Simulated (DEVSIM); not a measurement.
System: Al0.4Ga0.6As/GaAs p-n heterojunction, at 400 K.

```tsv
layer (left to right)	material	thickness (μm)	Nd (cm⁻³)	Na (cm⁻³)	τn (s)	τp (s)
1	Al0.4Ga0.6As	1.40	-	1.3e16	6.8e-9	6.8e-9
2	GaAs	0.330	4e15	-	6.8e-9	6.8e-9
```

Left contact: ohmic. Right contact: ohmic. Voltage is applied to the left contact. Recombination: SRH at mid-gap. Mobility is constant in doping.

Constants are typed, rounded textbook-type inputs, not results; the design itself was drawn at random and stands for no fabricated device. Values at 300 K; Nc and Nv go as T^1.5, mobilities as T to minus their exponent, the gap by Varshni's rule with the affinity fixed.

```
parameter         Al0.4Ga0.6As      GaAs
----------------  ------------  --------
gap (eV)                1.9228     1.424
affinity (eV)            3.754      4.07
permittivity             11.76      12.9
Nc (cm⁻³)              7.93e17    4.7e17
Nv (cm⁻³)                 9e18      9e18
μn (cm²/Vs)               3220      8500
μp (cm²/Vs)                158       400
T exponent of μn           2.1       2.1
T exponent of μp           2.2       2.2
Varshni α (eV/K)      0.000541  0.000541
Varshni β (K)              204       204
```

Model (solved in DEVSIM): 1D drift-diffusion, Boltzmann statistics, complete ionisation; no tunnelling, impact ionisation, image-force lowering or self-heating. Band offsets follow the typed affinities; no thermionic-emission limit at abrupt steps, no polarisation charge.

Problem. Tabulate band edges, carrier densities and field at zero bias.

Solution. Energies count from the Fermi level of the right contact; mesh points crowd at the junctions.

```json
[
 {"x (μm)": "0.000", "Ec (eV)": "1.636", "Ev (eV)": "-0.240", "n (cm⁻³)": "< 1e2", "p (cm⁻³)": "1.3e16", "field (V/cm)": "≈ 0"},
 {"x (μm)": "0.005609", "Ec (eV)": "1.636", "Ev (eV)": "-0.240", "n (cm⁻³)": "< 1e2", "p (cm⁻³)": "1.3e16", "field (V/cm)": "≈ 0"},
 {"x (μm)": "0.01683", "Ec (eV)": "1.636", "Ev (eV)": "-0.240", "n (cm⁻³)": "< 1e2", "p (cm⁻³)": "1.3e16", "field (V/cm)": "≈ 0"},
 {"x (μm)": "0.04196", "Ec (eV)": "1.636", "Ev (eV)": "-0.240", "n (cm⁻³)": "< 1e2", "p (cm⁻³)": "1.3e16", "field (V/cm)": "≈ 0"},
 {"x (μm)": "0.1190", "Ec (eV)": "1.636", "Ev (eV)": "-0.240", "n (cm⁻³)": "< 1e2", "p (cm⁻³)": "1.3e16", "field (V/cm)": "≈ 0"},
 {"x (μm)": "0.2626", "Ec (eV)": "1.636", "Ev (eV)": "-0.240", "n (cm⁻³)": "< 1e2", "p (cm⁻³)": "1.3e16", "field (V/cm)": "≈ 0"},
 {"x (μm)": "0.5499", "Ec (eV)": "1.636", "Ev (eV)": "-0.240", "n (cm⁻³)": "< 1e2", "p (cm⁻³)": "1.3e16", "field (V/cm)": "≈ 0"},
 {"x (μm)": "1.079", "Ec (eV)": "1.635", "Ev (eV)": "-0.241", "n (cm⁻³)": "< 1e2", "p (cm⁻³)": "1.3e16", "field (V/cm)": "-190"},
 {"x (μm)": "1.254", "Ec (eV)": "1.593", "Ev (eV)": "-0.283", "n (cm⁻³)": "< 1e2", "p (cm⁻³)": "3.8e15", "field (V/cm)": "-8500"},
 {"x (μm)": "1.332", "Ec (eV)": "1.475", "Ev (eV)": "-0.401", "n (cm⁻³)": "< 1e2", "p (cm⁻³)": "1.2e14", "field (V/cm)": "-22000"},
 {"x (μm)": "1.371", "Ec (eV)": "1.372", "Ev (eV)": "-0.504", "n (cm⁻³)": "< 1e2", "p (cm⁻³)": "6.2e12", "field (V/cm)": "-30000"},
 {"x (μm)": "1.392", "Ec (eV)": "1.304", "Ev (eV)": "-0.572", "n (cm⁻³)": "< 1e2", "p (cm⁻³)": "8.6e11", "field (V/cm)": "-34000"},
 {"x (μm)": "1.399", "Ec (eV)": "1.280", "Ev (eV)": "-0.596", "n (cm⁻³)": "< 1e2", "p (cm⁻³)": "4.3e11", "field (V/cm)": "-36000"},
 {"x (μm)": "1.403", "Ec (eV)": "0.949", "Ev (eV)": "-0.428", "n (cm⁻³)": "790000", "p (cm⁻³)": "5.6e13", "field (V/cm)": "-33000"},
 {"x (μm)": "1.417", "Ec (eV)": "0.904", "Ev (eV)": "-0.473", "n (cm⁻³)": "2900000", "p (cm⁻³)": "1.5e13", "field (V/cm)": "-32000"},
 {"x (μm)": "1.442", "Ec (eV)": "0.826", "Ev (eV)": "-0.551", "n (cm⁻³)": "2.8e7", "p (cm⁻³)": "1.6e12", "field (V/cm)": "-30000"},
 {"x (μm)": "1.492", "Ec (eV)": "0.683", "Ev (eV)": "-0.694", "n (cm⁻³)": "1.8e9", "p (cm⁻³)": "2.5e10", "field (V/cm)": "-28000"},
 {"x (μm)": "1.590", "Ec (eV)": "0.438", "Ev (eV)": "-0.940", "n (cm⁻³)": "2.2e12", "p (cm⁻³)": "2.0e7", "field (V/cm)": "-22000"},
 {"x (μm)": "1.679", "Ec (eV)": "0.262", "Ev (eV)": "-1.115", "n (cm⁻³)": "3.6e14", "p (cm⁻³)": "120000", "field (V/cm)": "-17000"},
 {"x (μm)": "1.708", "Ec (eV)": "0.213", "Ev (eV)": "-1.164", "n (cm⁻³)": "1.5e15", "p (cm⁻³)": "30000", "field (V/cm)": "-16000"},
 {"x (μm)": "1.722", "Ec (eV)": "0.192", "Ev (eV)": "-1.186", "n (cm⁻³)": "2.8e15", "p (cm⁻³)": "16000", "field (V/cm)": "-16000"},
 {"x (μm)": "1.730", "Ec (eV)": "0.179", "Ev (eV)": "-1.198", "n (cm⁻³)": "4.0e15", "p (cm⁻³)": "11000", "field (V/cm)": "-16000"}
]
```
